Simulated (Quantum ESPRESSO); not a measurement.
**Pressure against volume in hcp Y (space group 194) (Quantum ESPRESSO, LDA)**

```
CELL_PARAMETERS angstrom
      3.50804     0.00000     0.00000
     -1.75402     3.03805     0.00000
      0.00000     0.00000     5.50714
ATOMIC_POSITIONS crystal
  Y  0.66667 0.33333 0.75000
  Y  0.33333 0.66667 0.25000
```

Level of theory: LDA (PZ), GBRV 1.5 ultrasoft (LDA) pseudopotentials (plane waves; Quantum ESPRESSO). Settings: ecutwfc = 52 Ry; ecutrho = 416 Ry; occupations = smearing; smearing = fermi-dirac; degauss = 0.0036749 Ry; potentials = {Y: y_lda_v1.4.uspp.F.UPF}; K_POINTS = automatic 19 19 11 0 0 0; conv_thr = 1e-10 Ry; mixing_beta = 0.5. The cell above is the first row's. The rows scale it uniformly. In all rows fractional positions and the k mesh are held.

```csv
V (Å^3/atom),P (GPa)
29.346,0.87
29.984,-0.11
30.622,-1.02
31.260,-1.85
31.898,-2.62
32.536,-3.34
33.174,-3.99
33.812,-4.60
34.450,?
```

Taking a cubic for P over the 8 complete rows: With u = V - 31.6, the rows have u = -2.2540, -1.6160, -0.9780, -0.3400, 0.2980, 0.9360, 1.5740, 2.2120. Least squares gives P = -2.271 - 1.2051·u + 0.07613·u² - 0.00331·u³. Residuals (row less fit): 0.000, 0.001, -0.004, 0.002, 0.003, -0.005, 0.002, 0.000; standard error 0.004 (degrees of freedom: 4). The fitted pressure is zero at V0 = 29.91, where dP/dV = -1.491, so B0 = -V0·dP/dV = 44.6 GPa.

What does the fit predict for P at V = 34.450, and how far is the calculated value from it?

u = 2.8500, so P = -2.271 - 1.2051 × 2.8500 + 0.07613 × 2.8500² - 0.00331 × 2.8500³ = -5.164 GPa. The calculation gives -5.15 GPa, 0.014 GPa above the prediction (0.2 % of the range of P in the table). The row lies outside the fitted rows, so this is an extrapolation. From the scatter of the fitted rows alone, a prediction at this place has a standard error of 0.010 GPa, so the miss is 1.4 times that.

Carrying the step between the two nearest rows on in a straight line would have given -5.21, off by 0.06; series whose last step already gives the withheld value aren't shown. The scan was laid around a cell of about the measured size, scaled by a guess for this functional; axis ratios and inner coordinates come from that cell. The runs keep the symmetry of the cell, so they don't test it for distortions. The shape of the cell and the inner coordinates aren't relaxed, so V0 and B0 belong to this uniform scaling; a relaxed crystal lies no higher in energy and is usually softer. Cutoffs and mesh are single choices, not tested for convergence of this quantity. Series with a scatter that would blur these digits, or in which a gap closes, are not shown.
